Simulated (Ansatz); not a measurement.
Sr in the fcc (Cu type) structure (space group Fm-3m, No. 225)

Sr is modelled in the cubic space group Fm-3m (No. 225), the fcc (Cu type) structure, Pearson symbol cF4. Conventional cell: a = b = c = 6.1002 Å, α = β = γ = 90.00°. Sr on 4a has 12 Sr at 4.313 Å (cuboctahedral). (Neighbours: up to the widest gap in distance over summed covalent radii, below 1.35, at either atom.)
(The calculation used a cell of 1 atom; values per cell refer to that cell.)

Calculations: r2SCAN (Ansatz, an electronic-structure program), no spin-orbit coupling, earlier PAW set. k-mesh 13×13×13 (Γ-centred); smearing 0.05 eV (Fermi–Dirac).

| Item | Value |
|---|---|
| Volume per atom | 56.75 Å³ |
| Density | 2.56 g/cm³ |
| Band gap | zero |
| Total energy | -3555.130 eV/atom (σ→0; compares only within this code and set-up) |

Stability against distortions was not tested.
